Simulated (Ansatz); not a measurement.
For Bi2S3 (model structure, started from the A-La2O3 type, P-3m1, No. 164, 5 atoms in the cell), PBEsol (Ansatz, a first-principles code, plane waves, PAW) gives:

* **lattice constant a**: 3.996 Å
* **c axis length**: 9.557 Å
* **bulk modulus B0**: 17.9 GPa
* **cohesive energy**: 3.56 eV/atom
* **band gap**: 0.77 eV

Task: What does r²SCAN (Ansatz, plane waves, PAW) give for the same quantities?

Result: 
- lattice constant a: 4.035 Å (grows by 1.0 %)
- lattice parameter c: 9.757 Å (goes up by 2.1 %)
- bulk modulus: 18.6 GPa (rises by 3.9 %)
- cohesive energy: 3.09 eV/atom (shrinks by 0.47 eV/atom)
- band gap: 1.23 eV (grows by 0.46 eV)

Changes are worked out from the printed values.

Unless a cell is named, each level is at its own relaxed cell (PBEsol 26.43, r²SCAN 27.52 Å³/atom).

Levels without +SOC leave out spin–orbit coupling, which shifts energies and cells of such heavy elements.

Spin–orbit coupling is included only where a level's name says +SOC; with heavier elements it mostly lowers gaps and can invert bands. Density-functional gaps are differences of (generalised) Kohn–Sham levels.

Caveats: the bulk modulus is −V dP/dV from two relaxed cells at ±2 % in volume (PBEsol, r²SCAN). Ansatz's density-functional and Hartree–Fock values are scalar-relativistic unless marked +SOC, with PAW data made under PBE.

A model structure was made by putting elements into a prototype or built by hand; it is no filed structure, need not be a known phase, and can be a saddle point held by its symmetry.
